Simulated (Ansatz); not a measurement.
A periodic model of amorphous Si12Ge12O48:

```xyz
72
Lattice="10.5151 0.1412 0.1903 0.1412 10.7754 0.4241 0.1903 0.4241 10.2440" Properties=species:S:1:pos:R:3 pbc="T T T"
Si     6.3369     4.6176     4.6781
Si     3.4914     1.7768     0.7104
Si     7.5539     0.7873     3.8606
Si     5.0163     1.4922     8.3284
Si     7.6927     4.8900     2.1100
Si     7.6196     7.2236     0.5047
Si     2.6261     4.9937    10.0872
Si     4.7075     0.3174     3.2766
Si     2.2167     7.1020     3.6571
Si     6.8953     9.5953     2.2539
Si     1.5755     8.7373     8.2551
Si     5.9291     9.6667     9.9547
Ge     8.4097     5.5864     6.7335
Ge     3.5483     4.9300     5.5098
Ge     9.8827    11.1630     8.7380
Ge     7.6760     1.0303     6.9626
Ge    10.0272     5.6866     3.9915
Ge     3.0270     7.6091     0.6151
Ge     2.4811     3.1577     7.7221
Ge     5.6950     6.9860     6.1852
Ge    10.3666     6.4004     9.1898
Ge     9.6931     2.8968     2.6283
Ge     3.5727     9.1528     5.7547
Ge     0.9075     1.7265    10.1402
O      5.3752    10.6356     8.7633
O      3.1659     4.5184     8.6198
O      0.6542     6.7781     3.3275
O      7.0007     5.7504     0.9146
O      9.7036     6.1370     5.6677
O      7.5537     4.3030     5.7807
O      2.8188     3.2906     0.8301
O      2.2288     3.9109     6.1337
O      2.3993     8.1788     4.8700
O      6.1159     6.2532     4.6228
O      8.6110     5.9256     2.9871
O      4.8954     2.1640     9.8331
O      3.6425     1.8424     7.5036
O      7.7838    11.0057     5.8211
O      8.2292    10.4924     8.5616
O      5.9865     1.2586     3.7096
O      0.5953     9.9814     7.8720
O      1.0033     2.6345     8.5757
O      2.9638     5.6863     4.0293
O      9.2995     5.2972     8.2627
O      5.2774     8.6714     5.9726
O      9.3007     1.7771     7.2405
O      1.9330     8.7166     9.8616
O      4.4460     8.5703     0.4151
O      7.1402     6.7631     7.1952
O      3.7959    10.7096     4.9159
O      6.6503     4.1685     3.1432
O     10.1437     0.7054    10.0071
O      8.6856     1.9438     3.7126
O      2.9338     9.0461     7.3956
O      5.4873     9.6800     3.1214
O      0.9924     5.3310    10.0375
O      4.9382     3.8905     5.1341
O      6.4983    10.2302     0.7931
O      2.3608     0.7191     0.1281
O      0.3747     1.8663     1.5331
O      7.5315     8.1420     1.8777
O      3.9380     1.2318     2.1643
O     10.5785     4.0203     3.6894
O      0.8286     7.2959     7.9296
O      8.6363     3.7161     1.4584
O      6.8917     8.3785     9.6077
O      6.3244     2.0491     7.4869
O      3.2747     5.8883     0.2993
O      2.7879     7.8238     2.3250
O      9.3587     7.4402    10.2253
O      7.9963    10.4209     3.1411
O      4.1687     6.1710     6.6505
```

All values below come from PBE, scalar-relativistic without spin-orbit coupling (plane waves to 420 eV, PAW; Ansatz, a program for electronic structure).

Preparation: random packing, a CHGNet melt and quench, and a DFT relaxation. O atoms were pushed apart under 1.9 Å during the dynamics, to hinder bonds among them. The hot cell started wider than the set density and was brought back towards it in steps. It is the lowest in DFT energy of 2 quenches. It is a model cell: composition and starting density were chosen by hand, and all elements were melted together. No dispersion term was used. Its density started from a set value of 3.19 and ended at 2.83 g/cm³. Cooling (nominally 390 K/ps over its main leg) ran many orders faster than in experiment, which tends to leave more defects and strain. One small periodic cell is one sample of the glass; other quenches scatter about these values. Volume and shape were free in the relaxation.

Neighbours within Si-Si 2.60 Å, Si-Ge 2.70 Å, Si-O 1.90 Å, Ge-Ge 2.81 Å, Ge-O 2.04 Å, O-O 1.58 Å count as bonded. Two cations that share two anions don't count as bonded, nor two that share one unless they lie closer than Si-Si 2.38 Å, Si-Ge 2.47 Å, Ge-Ge 2.57 Å.

Give the coordination numbers, mean bond lengths and angles.


| Item | Result |
|---|---|
| Mean coordination of Si by anions | 4.00 (12 with 4) |
| Mean coordination of Ge by anions | 4.00 (12 with 4) |
| Mean coordination of O | 2.00 (48 with 2) |
| Mean Si-O bond | 1.642 Å (spread 0.012 Å, 48 counted) |
| Mean Ge-O bond | 1.775 Å (spread 0.020 Å, 48 counted) |
| Bond angle at Si | mean 109.5°, spread 4.0° |
| Bond angle at Ge | mean 109.4°, spread 7.1° |
| Bond angle at O | mean 128.7°, spread 13.3° |

List the pairs of like atoms that count as bonded by the rules above.

There are none by these rules.

What Bader charges do the atoms carry, from a run on the zone centre alone?

Means (range): Si +3.27 e (+3.25 to +3.28), Ge +2.41 e (+2.35 to +2.50), O -1.42 e (-1.64 to -1.15).
| atom | charge (e) |
|---|---|
| Si1 | +3.25 |
| Si2 | +3.27 |
| Si3 | +3.27 |
| Si4 | +3.26 |
| Si5 | +3.26 |
| Si6 | +3.27 |
| Si7 | +3.26 |
| Si8 | +3.27 |
| Si9 | +3.27 |
| Si10 | +3.27 |
| Si11 | +3.26 |
| Si12 | +3.28 |
| Ge13 | +2.39 |
| Ge14 | +2.40 |
| Ge15 | +2.35 |
| Ge16 | +2.35 |
| Ge17 | +2.43 |
| Ge18 | +2.50 |
| Ge19 | +2.40 |
| Ge20 | +2.37 |
| Ge21 | +2.43 |
| Ge22 | +2.43 |
| Ge23 | +2.45 |
| Ge24 | +2.40 |
| O25 | -1.64 |
| O26 | -1.43 |
| O27 | -1.42 |
| O28 | -1.63 |
| O29 | -1.20 |
| O30 | -1.42 |
| O31 | -1.63 |
| O32 | -1.17 |
| O33 | -1.44 |
| O34 | -1.44 |
| O35 | -1.45 |
| O36 | -1.64 |
| O37 | -1.42 |
| O38 | -1.41 |
| O39 | -1.18 |
| O40 | -1.64 |
| O41 | -1.44 |
| O42 | -1.19 |
| O43 | -1.43 |
| O44 | -1.18 |
| O45 | -1.18 |
| O46 | -1.15 |
| O47 | -1.43 |
| O48 | -1.46 |
| O49 | -1.17 |
| O50 | -1.41 |
| O51 | -1.63 |
| O52 | -1.17 |
| O53 | -1.45 |
| O54 | -1.43 |
| O55 | -1.64 |
| O56 | -1.44 |
| O57 | -1.42 |
| O58 | -1.64 |
| O59 | -1.42 |
| O60 | -1.21 |
| O61 | -1.63 |
| O62 | -1.64 |
| O63 | -1.19 |
| O64 | -1.42 |
| O65 | -1.42 |
| O66 | -1.63 |
| O67 | -1.40 |
| O68 | -1.44 |
| O69 | -1.44 |
| O70 | -1.43 |
| O71 | -1.63 |
| O72 | -1.19 |
